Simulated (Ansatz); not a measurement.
**Competing hops of interstitial Zn in wurtzite ZnO, charge state +2**

Consider interstitial Zn in wurtzite ZnO, charge state +2. Calculation: PBE, PAW (plane waves to 420 eV; Ansatz, a quantum-chemistry and plane-wave program).

Cell of 72 host sites held at the relaxed PBE lattice; one k-point at (0.125, 0.250, 0.250); Fermi-Dirac width 0.01 eV, spin-restricted; finite-size errors left in. No zero-point or tunnelling terms. The charge state is imposed; whether it is stable for some Fermi level was not computed. Sites that were not tried may lie lower.

Barriers: single points on a 2×2×2 k-point mesh shifted by half a step along c at the bands' geometries.

```
Route                                         Start site over the lowest site run (eV)  Hop (Å)  Forward barrier (eV)  Backward barrier (eV)                                       Neighbours at the start                                   Neighbours at the saddle                        Saddle order  Forward, on the band's own sampling (eV)
--------------------------------------------  ----------------------------------------  -------  --------------------  ---------------------  ------------------------------------------------------------  ---------------------------------------------------------  ----------------------------------  ----------------------------------------
several atoms move together, Zn the farthest                                      0.01     2.23                  0.68                   0.68  3 O at 2.01, O at 2.49, O at 2.51, O at 2.52; 3 Zn at 2.47 Å  O at 1.89, O at 2.02, O at 2.05; Zn at 2.39, Zn at 2.43 Å  not checked, on a symmetry element                                      0.67
```

Paths come from CI-NEB runs.  A band can be held on a symmetry element, so unchecked saddle points there may be too high. A further band (several atoms move together, Zn the farthest, 0.70 Å) gave 0.019 eV forward on its own sampling, 0.038 eV above the lowest site run, but it is nearly flat, so it is not taken as a result. A further band (several atoms move together, Zn the farthest, 1.90 Å) gave 0.25 eV forward on its own sampling, 0.27 eV above the lowest site run, but a shoulder points to a second hump between its images, so it is not taken as a result.
